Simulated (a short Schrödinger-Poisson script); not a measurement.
System: MOS inversion layer, Al2O3 on p-type Si(100), at 300 K.

From the gate side: 6.8 nm Al2O3; 1000 nm Si, acceptors 1.8e17 cm⁻³.

The device is made up for the run: typed textbook-type constants, with dimensions and the other settings drawn at random. Al2O3: permittivity 9, conduction-band edge (eV) 2.7, gap (eV) 6.8, electron mass (mₑ) 0.3. Si: permittivity 11.7, conduction-band edge (eV) 0, gap (eV) 1.124, Nv at 300 K (cm⁻³) 3.1e19.

Channel valleys (confinement mass, in-plane density-of-states mass, number): Δ2 0.916, 0.19, 2; Δ4 0.19, 0.417, 4. At the gate the conduction-band edge of layer 1 lies 2.87 eV − eVg above the Fermi level of the channel; the field vanishes at the back. Gaps are held at their typed values at every temperature. Mesh 0.03 nm at interfaces.

Solved with a short Schrödinger-Poisson script written for these runs: 1D Poisson equation in equilibrium, electrons quantum, Hartree (BenDaniel-Duke, 12 states a valley, the channel's in-plane mass for all, wave functions free to enter the dielectric), parabolic valleys, classical holes, full ionisation, no traps, pinning or gate leakage.

```csv
Vg (V),electrons (cm⁻²),C (μF/cm²),Δ2 E0 (meV from the Fermi level),Δ4 E0 (meV from the Fermi level)
0.2,2.16e9,0.132,217.7,253.8
0.3,4.81e10,0.298,136.4,174.0
0.4,3.19e11,0.668,85.8,125.7
0.5,7.79e11,0.827,60.7,103.4
0.6,1.31e12,0.895,45.2,90.7
0.7,1.88e12,0.933,33.9,82.1
0.8,2.47e12,0.957,24.9,75.6
0.9,3.07e12,0.975,17.3,70.5
1,3.68e12,0.988,10.7,66.3
1.1,4.30e12,0.998,4.8,62.6
1.2,4.92e12,1.01,-0.6,59.4
1.3,5.55e12,1.01,-5.5,56.6
1.4,6.19e12,1.02,-10.1,54.0
1.5,6.82e12,1.02,-14.4,51.6
1.6,7.47e12,1.03,-18.6,49.4
1.7,8.11e12,1.03,-22.5,47.3
1.8,8.76e12,1.04,-26.3,45.3
```

Gate voltages with under 1e9 electrons/cm² are left out.

**Question.** At Vg = 1.8 V the lowest Δ2 subband lies at -26.3 meV from the Fermi level. How many electrons does it hold, and what share of all?

**Answer.** The two-dimensional density of states is g m/(πħ²) = 1.59e11 cm⁻² meV⁻¹ (both spins), kT = 25.9 meV, so n = D kT ln(1 + exp(−E/kT)) = 5.44e12 cm⁻², 0.62 of the 8.76e12 cm⁻² in all.

**Question.** Compare the slope of the sheet density between 1.6 and 1.8 V with the geometric capacitance of the layers between gate and channel.

**Answer.** q Δn/ΔV = 1.03 μF/cm²; ε0/Σ(t/ε) = 1.17 μF/cm². The ratio is 0.88: the channel acts as a further capacitance in series.
